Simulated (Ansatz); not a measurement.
Here is the system:

```
CELL_PARAMETERS angstrom
      0.00000     2.30130     2.30130
      2.30130     0.00000     2.30130
      2.30130     2.30130     0.00000
ATOMIC_POSITIONS crystal
  Be 0.00000 0.00000 0.00000
  S  0.25000 0.25000 0.25000
```

No spin polarisation.

Calculations: r2SCAN in Ansatz (plane waves to 500 eV, PAW, scalar-relativistic without spin-orbit coupling). k-mesh 12×12×12 (Γ-centred); smearing 0.05 eV (Fermi–Dirac).

Q: What is the computed hole mass (degenerate bands, along [100])?

A: 0.36, 0.46, 0.46 mₑ (at Γ).

Q: Estimate the electron mass.

A: 0.75 mₑ along k, 0.26 mₑ across (at X).

Q: Estimate the band gap.

A: 3.15 eV.

Load acts through the strain it causes; cell and atoms are relaxed under it. Effective masses come from finite differences of ±0.01 Å⁻¹. Along k means along the line from Γ to the band edge. No phonon test of stability was made. Competing high-pressure phases were not computed. The cell was made from BeS in the zinc blende structure (space group F-43m, No. 216) by this change: pressure 22.5 GPa.

Ansatz is a first-principles code.
